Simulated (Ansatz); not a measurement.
System: interstitial Ca in beta Ga2O3 (charge state +2). The step: a concerted move, in which Ca travels most; the atom moves 1.69 Å along (0.04, 0.50, 0.10) of the unit cell; the moving atom starts with neighbours 2 Ga at 2.64; O at 2.06, 2 O at 2.18, 2 O at 2.48, O at 2.61 Å and ends with 2 Ga at 2.64; O at 2.06, 2 O at 2.18, 2 O at 2.48, O at 2.61 Å. A PBE band in Ansatz (plane-wave PAW, the Γ point alone, 120 host sites, 28 SCF runs with any check of the saddle's order, static, no finite-size correction) gives a forward barrier of 0.34 eV. The saddle point's order was not checked, and it lies on a symmetry element of the cell, where a band can be held. The charge state is imposed; whether it is stable for some Fermi level was not computed. Sites that were not tried may lie lower.

Single points at the band's start and saddle point can refine it. Rough cost of one point, in units of the band's mean SCF on the same machine:

```csv
Level,Cost of one point
"PBE, a 2×2×2 k-point mesh shifted by half a step",about 8
"r2SCAN at 500 eV, the Γ point alone",about 2
```

**Question.** Which of these move the barrier by more than 0.1 eV, and how far does each move it?

**Answer.** Not one does. PBE, a 2×2×2 k-point mesh shifted by half a step: 0.00 eV; r2SCAN at 500 eV, the Γ point alone: +0.04 eV. Each functional is compared with PBE at the same k-points.

Ansatz is a first-principles code.
